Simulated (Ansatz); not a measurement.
BeS (F-43m), HSE06, rigid bands in Ansatz (a quantum-chemistry and plane-wave program): N_v = 7.83e19 cm⁻³ at 300 K and a hole conductivity mass of 0.645 mₑ.

**Question.** For 1e17 holes per cm³ at 300 K, place the Fermi level, estimate the Seebeck coefficient of a parabolic band with constant τ, and give mobility and conductivity for τ = 5 fs.

**Answer.** The level lies k_BT ln(N_v/p) = 0.172 eV above the valence-band maximum. S ≈ +(k_B/e)[ln(N_v/p) + 5/2] = 790 μV/K, against 787 μV/K from the full bands (mean over directions). μ = eτ/m = 13.6 cm²/(V·s) and σ = peμ = 0.218 S/cm. τ is assumed, not computed.

Band transport and this doping are assumed; polarons and phonon drag are left out. Spin-orbit coupling is left out; where it splits the top of the valence band, N_v and the p-type Seebeck coefficient come out somewhat high without it. Geometry: cell and atoms relaxed with PBEsol.
